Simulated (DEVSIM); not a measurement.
**abrupt Si n-p junction**

System: abrupt Si n-p junction, at 300 K.

```tsv
layer (left to right)	material	thickness (μm)	Nd (cm⁻³)	Na (cm⁻³)	τn (s)	τp (s)
1	Si	0.180	5.7e18	-	0.00043	0.00043
2	Si	190	-	2e15	0.00043	0.00043
```

Left contact: ohmic. Right contact: ohmic. Voltage is applied to the left contact. Recombination: SRH at mid-gap. Gap narrowing is on: ΔEg = 6.92 meV × (l + √(l² + 0.5)), l = ln(N/1.3e17 cm⁻³), shared equally by both band edges. Mobility is μmin + (μ − μmin)/(1 + (N/Nref)^α).

Constants are typed, rounded textbook-type inputs, not results; the design itself was drawn at random and stands for no fabricated device. Values at 300 K.

| parameter | Si |
|---|---|
| gap (eV) | 1.124 |
| affinity (eV) | 4.05 |
| permittivity | 11.7 |
| Nc (cm⁻³) | 2.86e19 |
| Nv (cm⁻³) | 3.1e19 |
| μn (cm²/Vs) | 1417 |
| μp (cm²/Vs) | 470 |
| μn,min | 52 |
| μp,min | 45 |
| Nref,n | 9.7e16 |
| Nref,p | 2.2e17 |
| αn | 0.68 |
| αp | 0.72 |

Model (solved in DEVSIM): 1D drift-diffusion, Boltzmann statistics, complete ionisation; no tunnelling, impact ionisation, image-force lowering or self-heating.

```yaml
potential_step_across_the_device_at_zero_bias: 0.806 V
largest_field_in_the_device_at_zero_bias: 95000 V/cm
Dark forward voltage at 1 A/cm²: 0.657 V
Dark forward voltage at 100 A/cm²: 1.168 V
```

Small-signal capacitance in reverse bias (quasi-static):

| V (V) | C (nF/cm²) |
|---|---|
| 0.2 | 13.8 |
| 0.5 | 11.8 |
| 1 | 9.91 |
| 1.5 | 8.69 |
| 2 | 7.84 |
| 3 | 6.69 |
| 4 | 5.93 |
| 5 | 5.39 |
| 6.5 | 4.79 |
| 8 | 4.36 |
| 10 | 3.93 |

Dark forward current:

(V (V), J (A/cm²)): (-0.05, -1.4e-10); (-0.10, -1.0e-9); (-0.15, -6.9e-9); (-0.20, -4.7e-8); (-0.30, -2.2e-6); (-0.35, -1.5e-5); (-0.40, -0.00011); (-0.45, -0.00073); (-0.50, -0.0050); (-0.55, -0.034); (-0.60, -0.20); (-0.70, -2.5); (-0.75, -5.6); (-0.80, -10); (-0.85, -17); (-0.90, -25); (-0.95, -35); (-1.05, -60); (-1.10, -76); (-1.15, -93); (-1.20, -110); (-1.25, -130); (-1.30, -160); (-1.35, -180); (-1.45, -240); (-1.50, -270); (-1.55, -300); (-1.60, -340)
